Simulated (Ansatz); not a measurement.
Input and output of a self-consistent single point for CsH3O2 (Amm2, 6 atoms in the cell) (Ansatz, an electronic-structure program).

Computed with LDA (PW92), harder PAW files (source: ansatz) made with PBE (plane waves; Ansatz).

The change in words: lattice scaled by 0.98; basis.ecutwfc: 30.9 Ry → 37.5 Ry; hamiltonian.pseudopotentials: {kind: paw} (the program's default PAW files) → {kind: paw, source: ansatz}. Reference geometry:
```
CELL_PARAMETERS angstrom
      4.27148     0.00000     0.00000
      0.00000     2.22366     4.04368
      0.00000    -2.22366     4.04368
ATOMIC_POSITIONS crystal
  Cs 0.00000 0.99151 0.99151
  H  0.50000 0.55847 0.55847
  H  0.50000 0.07118 0.45270
  H  0.50000 0.45270 0.07118
  O  0.50000 0.67951 0.67951
  O  0.50000 0.33406 0.33406
```

Reference input (self-consistent single point, DFT, LDA (PW92), plane waves, default PAW files made with PBE): basis.ecutwfc = 30.9 Ry; kpoints.mp_grid.grid = 6 6 6; hamiltonian.xc = lda; hamiltonian.pseudopotentials = {kind: paw} (the program's default PAW files); scf.occupations.method = fixed. This run's input differs from it in these lines:

Ansatz 0.2 input:
```diff
@@ -2,14 +2,14 @@
   lattice:
-    - [4.271481, 0.000000, 0.000000]
-    - [0.000000, 2.223663, 4.043678]
-    - [0.000000, -2.223663, 4.043678]
+    - [4.186051, 0.000000, 0.000000]
+    - [0.000000, 2.179190, 3.962804]
+    - [0.000000, -2.179190, 3.962804]
   atoms:
-    - { symbol: Cs, position_ang: [0.000000, -0.000000, 8.018711] }
-    - { symbol: H, position_ang: [2.135740, 0.000000, 4.516546] }
-    - { symbol: H, position_ang: [2.135740, -0.848372, 2.118402] }
-    - { symbol: H, position_ang: [2.135740, 0.848372, 2.118402] }
-    - { symbol: O, position_ang: [2.135740, -0.000000, 5.495439] }
-    - { symbol: O, position_ang: [2.135740, -0.000000, 2.701662] }
+    - { symbol: Cs, position_ang: [0.000000, -0.000000, 7.858335] }
+    - { symbol: H, position_ang: [2.093025, 0.000000, 4.426214] }
+    - { symbol: H, position_ang: [2.093025, -0.831405, 2.076034] }
+    - { symbol: H, position_ang: [2.093025, 0.831405, 2.076034] }
+    - { symbol: O, position_ang: [2.093025, 0.000000, 5.385530] }
+    - { symbol: O, position_ang: [2.093025, 0.000000, 2.647629] }
 basis:
-  ecutwfc: 30.9 Ry
+  ecutwfc: 37.5 Ry
 kpoints:
@@ -18,3 +18,3 @@
   xc: lda
-  pseudopotentials: { kind: paw }
+  pseudopotentials: { kind: paw, source: ansatz }
 scf:
```

The program printed (abridged):

```
SCF iter   1: F=—  HF=-6684.863088 eV  |F-HF|=—  |Δ(HF+E_count)|=         —  Δρ=4.78e-2  dr2=1.33e0  ethr=3.10e-3  ⟨swp⟩=8.9  Hψ=6436  notcnv=0  defer=193
all-band conjugate gradients solve this SCF's bands
preconditioner: auto → Resta (q_TF=auto, 2.270 Å⁻¹)
SCF iter   2: F=—  HF=-6684.484818 eV  |F-HF|=—  |Δ(HF+E_count)|=   3.78e-1  Δρ=2.53e-2  dr2=4.19e-1  ethr=3.10e-3  ⟨swp⟩=4.3  Hψ=1900  notcnv=0  defer=200
   [... lines left out ...]
SCF iter   6: F=—  HF=-6684.359292 eV  |F-HF|=—  |Δ(HF+E_count)|=   3.98e-4  Δρ=6.20e-4  dr2=2.94e-4  ethr=6.55e-6  ⟨swp⟩=3.5  Hψ=1752  notcnv=0  defer=208
SCF iter   7: F=—  HF=-6684.359153 eV  |F-HF|=—  |Δ(HF+E_count)|=   1.39e-4  Δρ=1.09e-4  dr2=6.39e-6  ethr=1.22e-6  ⟨swp⟩=3.4  Hψ=2167  notcnv=0  defer=208
SCF iter   8: F=—  HF=-6684.359154 eV  |F-HF|=—  |Δ(HF+E_count)|=   1.53e-6  Δρ=1.31e-5  dr2=1.66e-7  ethr=2.66e-8  ⟨swp⟩=3.3  Hψ=2185  notcnv=0  defer=206
SCF iter   9: F=-6684.359154 eV  HF=-6684.359154 eV  |F-HF|=8.77e-9  |Δ(HF+E_count)|=   2.82e-8  Δρ=5.33e-6  dr2=1.54e-8  ethr=4.17e-10  ⟨swp⟩=23.1  Hψ=11571  notcnv=0
SCF 1 converged in 9 iterations: F = -6684.359154 eV  dr2 = 1.54e-8
Free energy (F): -6684.359154 eV
Internal energy: -6684.359154 eV  (E = F + TS)
E sigma→0 (E₀):  -6684.359154 eV
Fermi energy:    3.370740 eV
--- Forces (eV/Å), atoms counted from 1 ---
  atom   1  Cs    -0.00000000     0.00000000    -0.08519014
  atom   2  H     -0.00000000     0.00000000    -1.59886539
  atom   3  H     -0.00000000    -1.03284566    -0.58448865
  atom   4  H     -0.00000000     1.03284566    -0.58448865
  atom   5  O      0.00000000    -0.00000000     1.43226908
  atom   6  O      0.00000000     0.00000000     1.42077616
--- Stress (GPa, compression-positive) ---
       -1.352317      -0.000000       0.000000
       -0.000000       3.018019      -0.000000
        0.000000      -0.000000       3.335561
  P = ⅓ Tr σ = 1.6671 GPa (16.671 kbar)
  The stress holds the Pulay correction. Without it, at fixed plane waves, as pw.x and ABINIT print it: P = -11.7237 GPa
```

The run converged in 9 iterations. Against the reference run the pressure goes from -2.18 to 1.67 GPa, the largest force goes from 0.479 to 1.599 eV/Å and the gap on the mesh goes from 4.015 to 4.291 eV.

The starting cell comes from a database of computed structures (which also holds hypothetical and non-ambient phases and stackings), without a prior relaxation at this level. Its lattice was rescaled by up to half a per cent. One atom was moved a little off its site on purpose. For this run, on top of that: lattice scaled by 0.98. Forces in this geometry exceed 1 eV/Å. Ansatz's pressure includes its estimate of the finite-basis (Pulay) stress. Without the estimate this run gives -11.72 GPa. The cutoff lies below the one recommended for these files.
